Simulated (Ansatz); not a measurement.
Base system: WC (space group P-6m2, No. 187; a = 2.9225 Å, c = 2.8462 Å; relaxed with 0.1 eV smearing). Axes: x lies along a and z along c of the hexagonal cell.

Level of theory: PBE, PAW, 420 eV (Ansatz, a first-principles code; without spin-orbit coupling).

Modification: an isotropic linear strain of −1.50 %, atoms relaxed at fixed cell.

Question: Predict the stress tensor and what it implies for the stiffness.

Answer: Stress of the strained cell less that of the base (GPa, compression positive):
```
   18.3     0.0     0.0
    0.0    18.3     0.0
    0.0     0.0    21.3
```

Then B = −ΔP/(ΔV/V₀) with ΔV/V₀ = -0.0443 gives secant stiffness values (nonlinear terms included at this strain): B (at held cell shape, above the free-shape value) ≈ 435 GPa.

As a check, the harmonic strain energy −½ V₀ Δσ:ε is 28 meV/atom; the computed energy rise is 27 meV/atom.

Whether these cells are dynamically stable was not tested. The final runs are not spin-polarised.
